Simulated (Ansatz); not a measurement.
**Several settings converged on GePt (Pm, 8 atoms in the cell)**

```
GePt
1.0
    5.78479     0.00000     0.00000
    0.00000     3.74868     0.00000
    0.00000     0.00000     6.14212
Ge Pt
4 4
Cartesian
  4.70841   2.81151   3.66163
  1.07638   0.93717   2.53049
  3.96877   0.93717   0.54057
  1.81602   2.81151   5.60155
  0.01070   2.81151   1.18365
  5.77409   0.93717   4.95847
  2.88169   0.93717   4.25471
  2.90310   2.81151   1.88741
```

Base method: PBEsol, default PAW files made with PBE (plane waves; Ansatz, an electronic-structure program).

Base settings: basis.ecutwfc = 30.9 Ry; kpoints.mp_grid.grid = 2 3 2; hamiltonian.xc = pbesol; hamiltonian.pseudopotentials = {kind: paw} (the program's default PAW files); scf.occupations.method = gaussian; scf.occupations.width = 0.0073 Ry.

The count of work is k-points × plane waves × bands × iterations; it is no time. Core times come from one kind of shared machine, to one figure; runs under 30 s give none.

**The cutoff for other potential files**

Level: DFT, PBEsol, plane waves, harder PAW files (source: ansatz) made with PBE.

In this ladder: hamiltonian.pseudopotentials = {kind: paw, source: ansatz}.

The second cell is the first with its lattice scaled by 0.98.

The mesh stays at the base's, so the ladder's end is converged at best in this setting alone.

The first pressure column holds Ansatz's estimate of the finite-basis (Pulay) stress, which hides part of the cutoff error; the other is without it.

Only quantities that move along the ladder and can be compared are tabulated.

```tsv
basis.ecutwfc	free energy less the last step's (meV/atom)	energy of the compressed cell less the first (meV/atom)	pressure (GPa)	pressure without the Pulay estimate (GPa)	largest difference of a force vector from the last step's (eV/Å)	count of work / last
27.2 Ry	8490.95	30.71	-5.80	-340.71	0.158	0.11
33.1 Ry	2095.33	0.26	-4.08	-116.62	0.046	0.14
42.3 Ry	147.57	7.17	-4.21	-17.43	0.006	0.24
51.1 Ry	6.54	6.35	-4.33	-4.97	0.001	0.28
60.3 Ry	2.72	6.16	-4.34	-4.35	0.000	0.36
72.4 Ry	2.46	6.15	-4.34	-4.35	0.000	0.47
90.4 Ry	2.26	6.15	-4.34	-4.34	0.000	0.65
120.5 Ry	0.00	6.14	-4.34	-4.38	0.000	1.0
```

Coarsest basis.ecutwfc that holds the pressure without the Pulay estimate within 0.1 GPa of the last step, with all finer ones: 60.3 Ry, at 0.36 of the last step's count of work; the step before is off by 0.59 GPa.

Coarsest basis.ecutwfc that holds the forces within 0.01 eV/Å of the last step, with all finer ones: 42.3 Ry, at 0.24 of the last step's count of work; the step before is off by 0.046 eV/Å.

State of the free energy at the end of the ladder: still drifting one way, by 2.5 meV/atom over the last two steps, so the last step is no safe reference.

Two neighbours can agree and both be off: 60.3 Ry and 72.4 Ry differ by 0.26 meV/atom in the free energy, yet lie about 2.5 meV/atom from the last step.

At the lowest cutoff the pressure without the Pulay estimate lies 336 GPa under the last step's, the usual sign of Pulay stress in an incomplete plane-wave basis.

**The density cutoff**

The mesh stays at the base's, so the ladder's end is converged at best in this setting alone.

Only quantities that move along the ladder and can be compared are tabulated.

| basis.ecutrho_ratio | free energy less the last step's (meV/atom) | pressure (GPa) | largest difference of a force vector from the last step's (eV/Å) |
|---|---|---|---|
| 2 | -14.43 | -3.62 | 0.025 |
| 3 | -0.31 | -4.40 | 0.001 |
| 4 | -0.01 | -4.43 | 0.000 |
| 5 | 0.00 | -4.43 | 0.000 |
| 6 | 0.00 | -4.43 | 0.000 |
| 8 | 0.00 | -4.43 | 0.000 |
| 10 | 0.00 | -4.43 | 0.000 |
| 12 | 0.00 | -4.43 | 0.000 |
| 16 | 0.00 | -4.43 | 0.000 |

Coarsest basis.ecutrho_ratio that holds the forces within 0.02 eV/Å of the last step, with all finer ones: 3; the step before is off by 0.025 eV/Å.

Coarsest basis.ecutrho_ratio that holds the pressure within 0.5 GPa of the last step, with all finer ones: 3; the step before is off by 0.80 GPa.

Coarsest basis.ecutrho_ratio that holds the free energy within 0.5 meV/atom of the last step, with all finer ones: 3; the step before is off by 14 meV/atom.

**The relaxed cell against the cutoff**

On GePt (Pnma, 8 atoms in the cell): atoms on their sites.

In this ladder: relax = cell and atoms.

The mesh stays at the base's, so the ladder's end is converged at best in this setting alone.

Only quantities that move along the ladder and can be compared are tabulated.

| basis.ecutwfc | relaxed volume (Å³/atom) | relaxation steps | core time / last (rough) |
|---|---|---|---|
| 18.4 Ry | 16.148 | 54 | 1 |
| 21.7 Ry | 16.195 | 20 | 0.4 |
| 26.1 Ry | 16.162 | 10 | – |
| 30.9 Ry | 16.156 | 8 | – |
| 37.1 Ry | 16.157 | 8 | 0.5 |
| 46.3 Ry | 16.156 | 8 | 0.5 |
| 61.7 Ry | 16.156 | 8 | 1 |

Coarsest basis.ecutwfc that holds the relaxed volume within 0.016 Å³/atom of the last step, with all finer ones: 26.1 Ry; the step before is off by 0.039 Å³/atom.

On the base run: the starting cell comes from a database of computed structures (which also holds hypothetical and non-ambient phases and stackings), without a prior relaxation at this level. Its lattice was rescaled by up to half a per cent. One atom was moved a little off its site on purpose. Spin polarisation is off. Without a gap this mesh is coarse (it stands for a supercell whose shortest vector is 11 Å).

Left out of this page: 1 run of the series failed or unconverged.

Keys are those of Ansatz 0.2.
